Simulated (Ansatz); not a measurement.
```yaml
crystal:
  lattice:
    - [4.10357, 2.36920, 3.54905]
    - [-4.10357, 2.36920, 3.54905]
    - [0.00000, -4.73839, 3.54905]
  atoms:
    - { symbol: Tl, position: [0.08935, 0.08935, 0.08935] }
    - { symbol: Pb, position: [0.48371, 0.48371, 0.48371] }
    - { symbol: Br, position: [0.45185, 0.45185, 0.97921] }
    - { symbol: Br, position: [0.97921, 0.45185, 0.45185] }
    - { symbol: Br, position: [0.45185, 0.97921, 0.45185] }
```

The cell was generated from a structure type, relaxed within its symmetry, and need not be the phase found at ambient conditions. Spin-orbit coupling is not included. Tl is the large-site (A) cation and Pb the one bonded closest to the anions (B).

Task: Give the diagonal Born effective charges atom by atom and the electronic dielectric tensor from linear response, DFT at the PBEsol level (Ansatz, a quantum-chemistry and plane-wave program).

Result: 
| atom | Z*xx | Z*yy | Z*zz |
|---|---|---|---|
| Tl1 | 1.44 | 1.44 | 1.51 |
| Pb2 | 4.14 | 4.14 | 4.28 |
| Br3 | -0.58 | -3.14 | -1.93 |
| Br4 | -2.50 | -1.22 | -1.93 |
| Br5 | -2.50 | -1.22 | -1.93 |

ε∞ diagonal: 4.8, 4.8, 4.9. The k mesh is 4×4×4. The program warned that the k mesh resolves the field response only roughly, so the permittivities and charges are not converged. At this level the polar cell without biaxial strain is unstable to a cell-doubling distortion (lowest mode away from Γ 30i cm⁻¹ on a 2×2×2 mesh), so it is not the ground state. At Γ this cell has an unstable mode of 21i cm⁻¹, so it is a symmetry-held saddle and not a minimum.

The PAW data sets were generated under PBE and serve the other functionals too.
